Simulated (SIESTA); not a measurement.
SIESTA run on V (Im-3m, 1 atom in the cell): relaxation of cell and atoms.

Level of theory: GGA PBE, numerical atomic orbitals DZP, PseudoDojo PBE standard norm-conserving potentials (rewritten from UPF to PSML) (SIESTA).

```
V
1.0
   -1.50879     1.50879     1.50879
    1.50879    -1.50879     1.50879
    1.50879     1.50879    -1.50879
V
1
Direct
  0.00000   0.00000   0.00000
```

Reference input (self-consistent single point, DFT, GGA PBE, numerical atomic orbitals DZP, PseudoDojo PBE standard norm-conserving potentials (rewritten from UPF to PSML)): XC.functional = GGA; XC.authors = PBE; potentials = PseudoDojo PBE standard; PAO.BasisSize = DZP; PAO.EnergyShift = 0.005 Ry; MeshCutoff = 350 Ry; kgrid.MonkhorstPack = 15 15 15; OccupationFunction = FD; ElectronicTemperature = 1160.45 K; MaxSCFIterations = 150; SCF.Mixer.Method = Pulay; SCF.Mixer.Weight = 0.25. This run's input differs from it in these lines:

```diff
@@ -39,2 +39,7 @@
 Diag.ParallelOverK           true
+MD.TypeOfRun                 CG
+MD.Steps                     40
+MD.MaxForceTol               0.02 eV/Ang
+MD.VariableCell              true
+MD.MaxStressTol              0.05 GPa
 WriteForces                  true
```

The program printed (abridged):

```
        iscf     Eharris(eV)        E_KS(eV)     FreeEng(eV)     dDmax    Ef(eV) dHmax(eV)
   scf:    1    -1993.855272    -2006.889936    -2006.936729  0.960917 -6.456873  6.260724
   scf:    2    -2008.564701    -2007.854124    -2007.908066  0.134884 -7.137565  2.461890
   scf:    3    -2008.089268    -2008.026832    -2008.083737  0.080933 -7.604068  0.033068
   scf:    4    -2008.027103    -2008.027037    -2008.083839  0.003562 -7.592818  0.045535
   scf:    5    -2008.027033    -2008.027041    -2008.083879  0.004167 -7.604226  0.006869
   scf:    6    -2008.027018    -2008.027030    -2008.083880  0.000254 -7.606838  0.002090
   scf:    7    -2008.027041    -2008.027036    -2008.083880  0.000170 -7.605933  0.002751
   scf:    8    -2008.027029    -2008.027033    -2008.083880  0.000095 -7.606466  0.000007
   scf:    9    -2008.027033    -2008.027033    -2008.083880  0.000000 -7.606462  0.000004
SCF Convergence by DM+H criterion
max |DM_out - DM_in|         :     0.0000004420
max |H_out - H_in|      (eV) :     0.0000044347
SCF cycle converged after 9 iterations

Using DM_out to compute the final energy and forces

siesta: E_KS(eV) =            -2008.0270

siesta: E_KS - E_eggbox =     -2008.0270

siesta: Atomic forces (eV/Ang):
     1    0.000000    0.000000   -0.000000
   Tot    0.000000    0.000000   -0.000000
   Max    0.000000
   Res    0.000000    sqrt( Sum f_i^2 / 3N )
   Max    0.000000    constrained

Stress tensor Voigt[x,y,z,yz,xz,xy] (kbar):       48.07       48.07       48.07        0.06        0.06        0.06
(Free)E + p*V (eV/cell)    -2008.4961
Target enthalpy (eV/cell)    -2008.0839

siesta: Stress tensor (static) (eV/Ang**3):
         0.030003    0.000040    0.000040
   [... lines left out ...]
siesta: Pressure (static):        -48.07030071  kBar
siesta: Pressure (total):        -48.07030071  kBar
No target stress found, assuming hydrostatic MD.TargetPressure.
Target stress (kBar)
outcell: Cell volume (Ang**3)        :     13.3756
        iscf     Eharris(eV)        E_KS(eV)     FreeEng(eV)     dDmax    Ef(eV) dHmax(eV)
siesta: Pressure (static):         -0.09792415  kBar
siesta: Pressure (total):         -0.09792415  kBar
outcell: Cell volume (Ang**3)        :     13.3756
siesta: FreeEng =     -2008.088009
   [... lines left out ...]
               3dz2    3dxz    3dx2-y2
   1 13.000   1.893   0.042   0.265   1.974   1.974   1.974   0.356   0.356
              0.356   0.941   0.941   0.815   0.941   0.815  -0.122  -0.122

             -0.139  -0.122  -0.139

mulliken: Qtot =       13.000

Mulliken Atomic Populations:
Atom #   charge [q] valence [e]  Species
     1    -0.000000   13.000000  V
 Total    -0.000000
```

The run converged. 

Summary of the result:
```
Item                                                                                                           Result
------------------------------------  -------------------------------------------------------------------------------
Free energy E − TS                                                                                      -2008.0880 eV
Fermi level (on the code's own zero)                                                                         -7.74 eV
Pressure                                                                                                    -0.01 GPa
Final cell                            a = 2.5915 Å, b = 2.5915 Å, c = 2.5915 Å, α = 109.52°, β = 109.52°, γ = 109.52°
Final volume per atom                                                                                        13.38 Å³
Relaxation steps                                                                                                    7
```

The starting cell has typed, rounded lattice constants, without a prior relaxation at this level. Its lattice was rescaled by a random factor within 2.5 % of one. Spin polarisation is off. Values carry the incompleteness of an atom-centred basis.

Cost on one core of a shared machine: roughly 5 min.
